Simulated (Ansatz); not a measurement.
Relaxation of the outer planes of the (110) surface of rock-salt PbSe in its 1x1 cell (cut with top plane Pb + Se, bottom plane Pb + Se), outermost plane spacing 2.20 Å in the ideal cut.

Level of theory: PBE (plane waves to 420 eV, PAW; Ansatz, a first-principles code).

Set-up: 12 atoms, Pb6Se6, 11.0 Å thick at the start; mesh 6x4x1; 0.025 eV smearing; dipole correction on; all atoms relaxed; symmetry of the start imposed; no spin, no spin-orbit, no U.

```tsv
plane	atoms	bulk spacing to the next (Å)	relaxed spacing (Å)	change (%)	rumpling (Å)
1	Pb + Se	2.198	(withheld)	(withheld)	(withheld)
2	Pb + Se	2.198	2.628	19.5	0.02 (Pb outermost)
```

**Question.** Some entries are withheld; supply them.

**Answer.** 
- 1, relaxed spacing (Å): 1.885
- 1, change (%): -14.3
- 1, rumpling (Å): 0.05 (Se outermost)
